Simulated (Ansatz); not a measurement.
Functionals compared on the (321) surface of fcc Pd in its 1x1 cell, outermost plane spacing 0.53 Å in the ideal cut, in Ansatz (plane waves, PAW). The structure was relaxed with PBE; the other rows are single points on it, each with its references at the same level. Cutoff 420 eV (500 eV for r2SCAN).

Model: 20-atom slab, 10.0 Å thick at the start (thin: gaps and levels are the slab's own), 8x6x1 mesh, Fermi-Dirac 0.1 eV, dipole correction, all atoms relaxed; start symmetry kept, larger cells not searched; no spin, no spin-orbit, no U. These notes are the PBE run's.

```tsv
functional	surface energy (J/m²)	work function of the top face (eV)	rough cost of the single point
PBE	1.60	4.84	–
LDA	2.21	5.24	very roughly 4 core-minutes
PBEsol	?	?	around 4 core-minutes (rough)
RPBE	1.33	4.66	around 3 core-minutes (rough)
r2SCAN	1.81	4.82	about 10 core-minutes (a rough figure)
```

Some entries are withheld; supply them.


- PBEsol, surface energy (J/m²): 1.99
- PBEsol, work function of the top face (eV): 4.95

Ansatz is a quantum-chemistry and plane-wave program.
